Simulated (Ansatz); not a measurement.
The parent structure is PbF2 in the fluorite structure (space group Fm-3m, No. 225; a = 5.8987 Å). Axes: x, y, z lie along the cube axes.

All numbers come from PBEsol/PAW in Ansatz (a first-principles code), spin-orbit coupling left out.

Base values:

| Property | Result |
|---|---|
| Band gap | 4.31 eV |
| Smallest direct gap | 4.46 eV |

Perturbation: tensile biaxial strain of 2.50 % in the plane normal to [001], as in epitaxy on a mismatched substrate; the out-of-plane cell vector and the atoms relax.

### Question
How does this affect the ratio −ε⊥/ε∥, band gap, smallest direct gap and energy relative to the base?

### Answer
The ratio −ε⊥/ε∥ is 0.99; the band gap shrinks by 0.174 eV (4.31 eV → 4.13 eV); the smallest direct gap shrinks by 0.06 eV, from 4.46 eV to 4.40 eV; the energy rises by 7.3 meV/atom.

With Pb present, leaving out spin-orbit coupling can change the band edges. Whether these cells are dynamically stable was not tested.
